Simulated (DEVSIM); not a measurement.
Structure: Pd/Al2O3/SiO2/n-Si capacitor, at 300 K.

```
layer (left to right)  material  thickness (nm)  Nd (cm⁻³)
---------------------  --------  --------------  ---------
1                         Al2O3            14.0          -
2                          SiO2            1.20          -
3                            Si            2300     6.1e15
```

Metal gate on the left, work function 5.2 eV. Fixed charge at the semiconductor interface -2.1e10 cm⁻² (in units of +e); no interface traps.

The device is made up for the run: typed textbook-type constants, with dimensions and the other settings drawn at random. Values at 300 K.

```tsv
parameter	Al2O3	SiO2	Si
gap (eV)	6.8	9	1.124
affinity (eV)	1.35	0.9	4.05
permittivity	9	3.9	11.7
Nc (cm⁻³)	-	-	2.86e19
Nv (cm⁻³)	-	-	3.1e19
```

DEVSIM, 1D Poisson equation in equilibrium, Boltzmann statistics, complete ionisation; no quantum confinement or tunnelling. Metal contacts follow the ideal Schottky-Mott rule: no Fermi-level pinning, no interface dipoles.

Question: Tabulate band edges, carrier densities and field at 0.3 V on the gate.

Answer: Energies count from the Fermi level of the right contact; mesh points crowd at the junctions.

```csv
x (μm),Ec (eV),Ev (eV),n (cm⁻³),p (cm⁻³),field (V/cm)
0.000,3.550,-3.250,< 1e2,< 1e2,-37000
0.001431,3.545,-3.255,< 1e2,< 1e2,-37000
0.004326,3.534,-3.266,< 1e2,< 1e2,-37000
0.009238,3.515,-3.285,< 1e2,< 1e2,-37000
0.01304,3.501,-3.299,< 1e2,< 1e2,-37000
0.01422,3.946,-5.054,< 1e2,< 1e2,-86000
0.01483,3.940,-5.060,< 1e2,< 1e2,-86000
0.01657,0.783,-0.341,2000000,5.8e13,-32000
0.01994,0.772,-0.352,3000000,3.8e13,-32000
0.02780,0.748,-0.376,7900000,1.5e13,-31000
0.04612,0.693,-0.431,6.6e7,1.8e12,-29000
0.1155,0.514,-0.610,6.7e10,1.7e9,-23000
0.2507,0.295,-0.829,3.2e14,370000,-9900
0.5659,0.219,-0.905,6.0e15,19000,-59
1.523,0.219,-0.905,6.1e15,19000,≈ 0
1.976,0.219,-0.905,6.1e15,19000,≈ 0
2.175,0.219,-0.905,6.1e15,19000,≈ 0
2.256,0.219,-0.905,6.1e15,19000,≈ 0
2.297,0.219,-0.905,6.1e15,19000,≈ 0
2.308,0.219,-0.905,6.1e15,19000,≈ 0
2.313,0.219,-0.905,6.1e15,19000,≈ 0
2.315,0.219,-0.905,6.1e15,19000,≈ 0
```
